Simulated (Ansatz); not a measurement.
**Sensitivity of a calculation on BaZrO3 (Pm-3m, 5 atoms in the cell) to its settings**

```yaml
crystal:
  lattice:
    - [4.27389, 0.00000, 0.00000]
    - [0.00000, 4.27389, 0.00000]
    - [0.00000, 0.00000, 4.27389]
  atoms:
    - { symbol: Ba, position: [0.00000, 0.00000, 0.00000] }
    - { symbol: Zr, position: [0.50000, 0.50000, 0.50000] }
    - { symbol: O, position: [0.50000, 0.00000, 0.50000] }
    - { symbol: O, position: [0.00000, 0.50000, 0.50000] }
    - { symbol: O, position: [0.50000, 0.50000, 0.00000] }
```

Base run A: Ansatz (a quantum-chemistry and plane-wave program) with HSE06, PAW files made with PBE, self-consistent single point.

Its settings: basis.ecutwfc = 420 eV; kpoints.mp_grid.grid = 5 5 5; hamiltonian.xc = hse06; hamiltonian.pseudopotentials = {kind: paw} (the program's default PAW files); scf.occupations.method = fixed.

The starting cell comes from a database of computed structures (which also holds hypothetical and non-ambient phases and stackings), without a prior relaxation at this level. Its lattice was rescaled by a random factor within 2.5 % of one. In the base run, with a pressure of about -8 GPa the cell is away from its equilibrium volume at this level. Ansatz's pressure includes its estimate of the finite-basis (Pulay) stress.

ΔF is the free energy per atom less that of run A. A dash stands where there is no value to compare (another energy zero or no entropy term, no result, no spin, no clean gap, or a mesh too coarse for one). Absolute energies have different zeros for different potentials, functionals, Hubbard and dispersion terms and are not compared across them.

Run A gave: pressure (GPa) -8.43; k-points 10.

Runs:
- B: hamiltonian.xc: hse06 → pbe [PBE]
- C: hamiltonian.xc: hse06 → pbe0 [PBE0]
- D: kpoints.mp_grid.grid: 5 5 5 → 3 3 3
- E: kpoints.mp_grid.grid: 5 5 5 → 4 4 4
- F: kpoints.mp_grid.shift: default → 0.5 0.5 0.5
- G: scf.convergence.dr2_threshold: default (1e-07 eV) → 1e-08 eV
- H: scf.eigensolver.kind: default (the program chose davidson) → davidson
- I: scf.mixing.algorithm: default (the program chose MSR1) → broyden; scf.mixing.beta: default → 0.5
- J: scf.mixing.preconditioner: default (the program chose none) → kerker; scf.mixing.q_tf: default → 1.5

**Question.** What does run E change against A?

**Answer.** The free energy goes up by 1.3 meV/atom and the pressure moves little (-8.43 to -8.42 GPa).

**Question.** What does run B change against A?

**Answer.** The pressure goes from -8.43 to -4.58 GPa.

| run | ΔF (meV/atom) | pressure (GPa) | k-points |
|---|---|---|---|
| A | 0.00 | -8.43 | 10 |
| B | – | -4.58 | 10 |
| C | – | -8.49 | 10 |
| D | 10.7 | -8.30 | 4 |
| E | 1.28 | -8.42 | 10 |
| F | -0.44 | -8.44 | 10 |
| G | 0.00 | -8.43 | 10 |
| H | 0.00 | -8.43 | 10 |
| I | 0.00 | -8.43 | 10 |
| J | 0.00 | -8.43 | 10 |

Left out of this page: 1 run of the series stopped by limits of time or memory.

Keys are those of Ansatz 0.2.
